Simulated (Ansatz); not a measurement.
Converging the plane-wave cutoff: Pb (P-3m1, 2 atoms in the cell)

```yaml
crystal:
  lattice:
    - [3.45423, 0.00000, 0.00000]
    - [-1.72712, 2.99145, 0.00000]
    - [0.00000, 0.00000, 5.96740]
  atoms:
    - { symbol: Pb, position: [0.33333, 0.66667, 0.25838] }
    - { symbol: Pb, position: [0.66667, 0.33333, 0.75000] }
```

Method: PBEsol, default PAW files made with PBE (plane waves; Ansatz, a first-principles code).

Base settings: basis.ecutwfc = 420 eV; kpoints.mp_grid.grid = 11 11 6; hamiltonian.xc = pbesol; hamiltonian.pseudopotentials = {kind: paw} (the program's default PAW files); scf.occupations.method = gaussian; scf.occupations.width = 0.1 eV.

The second cell is the first with its lattice scaled by 0.98.

The mesh stays at the base's, so the ladder's end is converged at best in this setting alone.

The first pressure column holds Ansatz's estimate of the finite-basis (Pulay) stress, which hides part of the cutoff error; the other is without it.

Only quantities that move along the ladder and can be compared are tabulated.

The count of work is k-points × plane waves × bands × iterations; it is no time. 

The starting cell comes from a database of computed structures (which also holds hypothetical and non-ambient phases and stackings), without a prior relaxation at this level. Its lattice was rescaled by up to half a per cent. One atom was moved a little off its site on purpose.

```tsv
basis.ecutwfc	free energy less the last step's (meV/atom)	energy of the compressed cell less the first (meV/atom)	pressure (GPa)	pressure without the Pulay estimate (GPa)	largest difference of a force vector from the last step's (eV/Å)	count of work / last
145 eV	40594.65	29.24	-11.01	-695.06	0.676	0.063
170 eV	16731.57	66.45	6.25	-359.93	0.254	0.073
190 eV	7778.77	19.03	0.26	-199.74	0.115	0.084
210 eV	3522.54	4.29	-1.68	-106.31	0.055	0.091
230 eV	1524.83	-5.99	-1.94	-54.39	0.037	0.099
250 eV	624.02	2.50	-1.87	-26.70	0.023	0.12
295 eV	58.09	1.56	-1.26	-4.88	0.006	0.14
335 eV	4.48	-0.46	-1.43	-1.74	0.000	0.19
380 eV	1.22	-0.34	-1.42	-1.43	0.000	0.24
420 eV	0.74	-0.34	-1.42	-1.44	0.000	0.26
460 eV	0.35	-0.34	-1.42	-1.43	0.000	0.31
505 eV	0.25	-0.34	-1.42	-1.42	0.000	0.36
565 eV	0.18	-0.34	-1.42	-1.42	0.000	0.43
630 eV	0.07	-0.35	-1.42	-1.42	0.000	0.51
735 eV	0.04	-0.35	-1.42	-1.42	0.000	0.64
840 eV	0.02	-0.35	-1.42	-1.42	0.000	0.77
1010 eV	0.00	-0.35	-1.42	-1.42	0.000	1.0
```

Coarsest basis.ecutwfc that holds the forces within 0.02 eV/Å of the last step, with all finer ones: 295 eV, at 0.14 of the last step's count of work; the step before is off by 0.023 eV/Å.

Coarsest basis.ecutwfc that holds the free energy within 1 meV/atom of the last step, with all finer ones: 420 eV, at 0.26 of the last step's count of work; the step before is off by 1.2 meV/atom.

Coarsest basis.ecutwfc that holds the pressure without the Pulay estimate within 0.1 GPa of the last step, with all finer ones: 380 eV, at 0.24 of the last step's count of work; the step before is off by 0.32 GPa.

The energy difference between the two cells stays within 1 meV/atom of the last step's from 335 eV on, the total only from 420 eV on: much of the error is common to both cells and cancels.

At the lowest cutoff the pressure without the Pulay estimate lies 694 GPa under the last step's, the usual sign of Pulay stress in an incomplete plane-wave basis.

Keys are those of Ansatz 0.2.
